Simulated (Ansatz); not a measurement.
## CaO: response to strain

The parent structure is CaO in the rock salt structure (space group Fm-3m, No. 225).

CaO has the cubic space group Fm-3m (No. 225), the rock salt structure, Pearson symbol cF8. Cell: a = b = c = 4.831 Å, α = β = γ = 90.00°. O on 4a sees 6 Ca at 2.415 Å (octahedral). Ca on 4b is surrounded by 6 O at 2.415 Å (octahedral). (Neighbours: up to the widest gap in distance over summed covalent radii, below 1.35, at either atom; cation-cation and far metal-metal contacts left out.)
(The calculation used a cell of 2 atoms; values per cell refer to that cell.)

Strains are applied to the cell and any free atomic positions relax.

Computed with plane-wave PAW DFT at the PBE level (Ansatz, a quantum-chemistry and plane-wave program, 420 eV), no spin-orbit coupling, earlier PAW set.

Notes on the quantities. energy relative to the base: free energy F.

| isotropic strain (%) | energy relative to the base (meV/atom) |
|---|---|
| -4.13 | 81.9 |
| 0 | 0.0 |
| 0.36 | 0.5 |
| 2.1 | 17.2 |
| 2.77 | ? |
| 4.8 | 82.2 |

Fit ΔE = Aε² + Bε³ (ε in %) to the rows shown and predict the withheld row.

Least squares on the printed values gives A = 4.23 and B = -0.14 meV/atom (largest residual 0.2 meV/atom); this predicts 29.5 meV/atom, and the run gives 29.2 meV/atom, 0.3 lower.

Whether these cells are dynamically stable was not tested.
